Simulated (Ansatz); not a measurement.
# Effect of Pd → Se on Al3Pd2

The parent structure is Al$_{3}$Pd$_{2}$ (space group P-3m1, No. 164; a = 4.210 Å, c = 5.140 Å; a cell from a computed database, its experimental status unchecked).

The change: Se takes the place of Pd on all its sites, then cell and atoms are relaxed.

Computed with Ansatz (a first-principles code), PBEsol, PAW, cutoff 420 eV, no spin-orbit coupling. k-mesh 12×12×9 (Γ-centred); smearing 0.05 eV (Fermi–Dirac), for the changed cell.

| quantity | base | changed | shift |
|---|---|---|---|
| volume per atom | 15.78 Å³ | 20.78 Å³ | +5.00 Å³ |
| lattice parameter a | 4.210 Å | 4.708 Å | +0.498 Å |
| c/a ratio | 1.221 | 1.149 | -0.0714 |
| space group | P-3m1 (No. 164) | P-3m1 (No. 164) | – |
| shortest interatomic distance | 2.517 Å | 2.683 Å | +0.166 Å |
| band gap | zero | zero | – |

Final structure:

```
Al3Se2
1.0
    4.70824     0.00000     0.00000
   -2.35412     4.07745     0.00000
    0.00000     0.00000     5.41153
Al Se
3 2
Direct
  0.00000   0.00000   0.00000
  0.33333   0.66667   0.74391
  0.66667   0.33333   0.25609
  0.33333   0.66667   0.24808
  0.66667   0.33333   0.75192
```

Cost of the whole job for the changed cell (relaxation, final SCF and bands): about 4 core-minutes (a rough figure).

Stability against distortions was not tested. As relaxed here, Al3Se2 is a hypothetical phase, not in the database extracts checked. All final runs are without spin polarisation. An odd electron count without spin: Al3Se2 and Al3Pd2.
